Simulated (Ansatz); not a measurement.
# ZnS under a change: holes 1.5×10^21 cm⁻³

Start from ZnS in the wurtzite structure (space group P6_3mc, No. 186; a = 3.806 Å, c = 6.245 Å).

Perturbation: hole doping at 1.5×10^21 cm⁻³ (0.118 per cell), with a uniform compensating background at fixed cell and a 300 K Fermi–Dirac width.

Level of theory: r2SCAN (Ansatz, a first-principles code), no spin-orbit coupling. Γ-centred 18×18×10 mesh, Fermi–Dirac width 0.0259 eV.

- Gap between the host's bands = 2.82 eV (base 2.78 eV)
- Gap character = direct at Γ (base direct at Γ)
- Fermi level relative to the doped band's edge (positive inside the band; to 0.05 eV) = +0.25 eV

Final structure:

```
CELL_PARAMETERS angstrom
      3.80610     0.00000     0.00000
     -1.90305     3.29618     0.00000
      0.00000     0.00000     6.24474
ATOMIC_POSITIONS crystal
  Zn 0.66667 0.33333 0.99953
  Zn 0.33333 0.66667 0.49953
  S  0.66667 0.33333 0.62567
  S  0.33333 0.66667 0.12567
```
Cell charge +0.117516.

Charged cell with a jellium background: band edges are those of the host's band count, energies are not comparable with the neutral cell, and many-body gap narrowing is missing. Stability against distortions was not tested.
